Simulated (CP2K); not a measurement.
CP2K run on CdHClO (P6_3mc, 8 atoms in the cell): self-consistent single point

Computed with PBEsol, GPW, DZVP-MOLOPT-PBE-GTH basis, GTH-PBE potentials (POTENTIAL_UZH) in CP2K.

Input as run:

```
&GLOBAL
  PROJECT cdhclo
  RUN_TYPE ENERGY_FORCE
  PRINT_LEVEL MEDIUM
&END GLOBAL
&FORCE_EVAL
  METHOD Quickstep
  STRESS_TENSOR ANALYTICAL
  &DFT
    BASIS_SET_FILE_NAME BASIS_MOLOPT_UZH
    POTENTIAL_FILE_NAME POTENTIAL_UZH
    &QS
      METHOD GPW
      EPS_DEFAULT 1E-10
    &END QS
    &MGRID
      CUTOFF 500
      REL_CUTOFF 40
      NGRIDS 5
    &END MGRID
    &SCF
      SCF_GUESS ATOMIC
      EPS_SCF 1E-7
      MAX_SCF 100
      ADDED_MOS 9
      &DIAGONALIZATION
        ALGORITHM STANDARD
      &END DIAGONALIZATION
      &MIXING
        METHOD BROYDEN_MIXING
        ALPHA 0.3
        NBUFFER 10
        BETA 1
      &END MIXING
    &END SCF
    &KPOINTS
      SCHEME MONKHORST-PACK 7 7 3
    &END KPOINTS
    &XC
      &XC_FUNCTIONAL
        &PBE
          PARAMETRIZATION PBESOL
        &END PBE
      &END XC_FUNCTIONAL
    &END XC
    &PRINT
      &MO
        EIGENVALUES T
        OCCUPATION_NUMBERS T
        NDIGITS 8
        FILENAME mo
        &EACH
          QS_SCF 0
        &END EACH
        ADD_LAST NUMERIC
      &END MO
      &MULLIKEN ON
      &END MULLIKEN
    &END PRINT
  &END DFT
  &SUBSYS
    &CELL
      ABC 3.70730100 3.70730138 10.34243500
      ALPHA_BETA_GAMMA 90.00000000 90.00000000 120.00000550
      PERIODIC XYZ
    &END CELL
    &COORD
      Cd       1.85365219     1.07020460     5.09044308
      Cd      -0.00000219     2.14041240    10.26166058
      H        0.00000000     0.00000000     3.29323815
      H        0.00000000     0.00000000     8.46445565
      Cl       1.85365219     1.07020460     1.61073083
      Cl      -0.00000219     2.14041240     6.78194833
      O        0.00000000     0.00000000     4.27390784
      O        0.00000000     0.00000000     9.44512534
    &END COORD
    &KIND Cd
      BASIS_SET DZVP-MOLOPT-PBE-GTH-q12
      POTENTIAL GTH-PBE-q12
    &END KIND
    &KIND H
      BASIS_SET DZVP-MOLOPT-PBE-GTH-q1
      POTENTIAL GTH-PBE-q1
    &END KIND
    &KIND Cl
      BASIS_SET DZVP-MOLOPT-PBE-GTH-q7
      POTENTIAL GTH-PBE-q7
    &END KIND
    &KIND O
      BASIS_SET DZVP-MOLOPT-PBE-GTH-q6
      POTENTIAL GTH-PBE-q6
    &END KIND
  &END SUBSYS
  &PRINT
    &FORCES ON
    &END FORCES
    &STRESS_TENSOR ON
    &END STRESS_TENSOR
  &END PRINT
&END FORCE_EVAL
```

Log, with long lists cut:

```
 GLOBAL| Method name                                                        CP2K
 GLOBAL| Project name                                                     cdhclo
 GLOBAL| Run type                                                   ENERGY_FORCE

 CELL| Volume [angstrom^3]:                                           123.103145
 CELL| Vector a [angstrom]:       3.707     0.000     0.000   |a| =     3.707301
 CELL| Vector b [angstrom]:      -1.854     3.211     0.000   |b| =     3.707301
 CELL| Vector c [angstrom]:       0.000     0.000    10.342   |c| =    10.342435
 CELL| Angle (b,c), alpha [degree]:                                    90.000000
 CELL| Angle (a,c), beta  [degree]:                                    90.000000
 CELL| Angle (a,b), gamma [degree]:                                   120.000006
 CELL| Numerically orthorhombic:                                              NO
 CELL| Periodicity                                                           XYZ

 DFT| Spin restricted Kohn-Sham (RKS) calculation                            RKS
 DFT| Multiplicity                                                             1
 DFT| Number of spin states                                                    1
 DFT| Charge                                                                   0
 DFT| XC density smoothing                                                  NONE
 DFT| XC derivatives                                                          PW

 QS| Method:                                                                 GPW
 QS| Density plane wave grid type                        NON-SPHERICAL FULLSPACE
 QS| Number of grid levels:                                                    5
 QS| Density cutoff [a.u.]:                                                250.0
 QS| Multi grid cutoff [a.u.]: 1) grid level                               250.0
   [... lines left out ...]
 BRILLOUIN| Wavefunction type                                            COMPLEX
 BRILLOUIN| List of Kpoints [2 Pi/Bohr]                                       74
 BRILLOUIN| Number           Weight            X              Y              Z
 BRILLOUIN|     1           0.01361       -0.42857       -0.42857       -0.33333
 BRILLOUIN|     2           0.01361       -0.42857       -0.42857        0.00000
 BRILLOUIN|     3           0.01361       -0.42857       -0.42857        0.33333
   [... 71 lines left out ...]
 *******************************************************************************

 Extrapolation method: initial_guess

 Re-scaling the density matrix to get the right number of electrons
                  # Electrons              Trace(P)               Scaling factor
                           52                52.000                        1.000

 Number of electrons:                                                         52
 Number of occupied orbitals:                                                 26
 Number of molecular orbitals:                                                35

 Number of orbital functions:                                                112
 Number of independent orbital functions:                                    112
 SCF WAVEFUNCTION OPTIMIZATION

  Step     Update method      Time    Convergence         Total energy    Change
     1 NoMix/Diag. 0.30E+00      -     1.54560355      -155.0796732629 -1.55E+02
     2 Broy./Diag. 0.30E+00      -     0.10302604      -151.4621237293  3.62E+00
     3 Broy./Diag. 0.30E+00      -     0.05847147      -154.0430546497 -2.58E+00
     4 Broy./Diag. 0.30E+00      -     0.03511647      -155.0445212491 -1.00E+00
     5 Broy./Diag. 0.30E+00      -     0.01507770      -155.0077836078  3.67E-02
     6 Broy./Diag. 0.30E+00      -     0.00539646      -155.1374613896 -1.30E-01
     7 Broy./Diag. 0.30E+00      -     0.00128410      -155.1042991250  3.32E-02
   [... 6 lines left out ...]
    14 Broy./Diag. 0.30E+00      -     0.00000469      -155.1127896423 -8.45E-05
    15 Broy./Diag. 0.30E+00      -     0.00000135      -155.1128123116 -2.27E-05
    16 Broy./Diag. 0.30E+00      -     0.00000054      -155.1127983934  1.39E-05
    17 Broy./Diag. 0.30E+00      -     0.00000016      -155.1127947178  3.68E-06
    18 Broy./Diag. 0.30E+00      -     0.00000008      -155.1127951970 -4.79E-07
  *** SCF run converged in    18 steps ***

  Electronic density on regular grids:        -51.9999999947        0.0000000053
  Core density on regular grids:               51.9999999955       -0.0000000045
  Total charge density on r-space grids:        0.0000000008
  Total charge density g-space grids:           0.0000000008

  Overlap energy of the core charge distribution:               0.00000002998220
  Self energy of the core charge distribution:               -301.01434493678283
  Core Hamiltonian energy:                                     88.35083705540238
  Hartree energy:                                              84.01690223743915
  Exchange-correlation energy:                                -26.46618958299737

  Total energy:                                              -155.11279519695648

                     Mulliken Population Analysis

 #  Atom  Element  Kind  Atomic population                           Net charge
       1     Cd       1         11.051749                              0.948251
       2     Cd       1         11.051701                              0.948299
       3     H        2          0.726897                              0.273103
       4     H        2          0.726898                              0.273102
       5     Cl       3          7.459689                             -0.459689
       6     Cl       3          7.459721                             -0.459721
       7     O        4          6.761651                             -0.761651
       8     O        4          6.761695                             -0.761695
 # Total charge                             52.000000                  0.000000

 ENERGY| Total FORCE_EVAL ( QS ) energy [hartree]           -155.112795175596602

 FORCES| Atomic forces [hartree/bohr]
 FORCES|   Atom     x               y               z               |f|
 FORCES|      1  6.32955707E-07 -3.46971256E-07  5.19574076E-04   5.19574578E-04
 FORCES|      2 -6.32630638E-07  3.46811248E-07  3.94293415E-04   3.94294075E-04
 FORCES|      3  1.52377379E-09 -5.64658596E-09 -8.00278404E-03   8.00278404E-03
 FORCES|      4 -1.52280251E-09  5.60023991E-09 -8.00193726E-03   8.00193726E-03
 FORCES|      5 -6.96615481E-08  2.72354946E-08 -2.57057071E-03   2.57057071E-03
 FORCES|      6  6.96976623E-08 -2.71878579E-08 -2.57477582E-03   2.57477582E-03
 FORCES|      7  6.17470695E-08 -5.80347917E-08  1.01264396E-02   1.01264396E-02
 FORCES|      8 -6.19531699E-08  5.81357532E-08  1.01296274E-02   1.01296274E-02
 FORCES| Sum     1.56054410E-10 -5.77561165E-11  1.98667136E-05
 FORCES| Total atomic force                                       1.98667136E-05

 STRESS| Analytical stress tensor [bar]
 STRESS|                        x                   y                   z
 STRESS|      x       -1.42211721111E+04   1.38124582826E+01   6.23334618154E-05
 STRESS|      y        1.38124582826E+01  -1.42052469715E+04   9.82978432910E-04
 STRESS|      z        6.23334618154E-05   9.82978432910E-04  -1.64031390066E+03
 STRESS| 1/3 Trace                                            -1.00222443278E+04
```

The run converged in 18 iterations.

The starting cell comes from a database of computed structures (which also holds hypothetical and non-ambient phases and stackings), without a prior relaxation at this level. Its lattice was rescaled by a random factor within 2.5 % of one. Values carry the incompleteness of an atom-centred basis. The potentials were made for another functional than the one used.

Cost on one core of a shared machine: roughly 40 s.
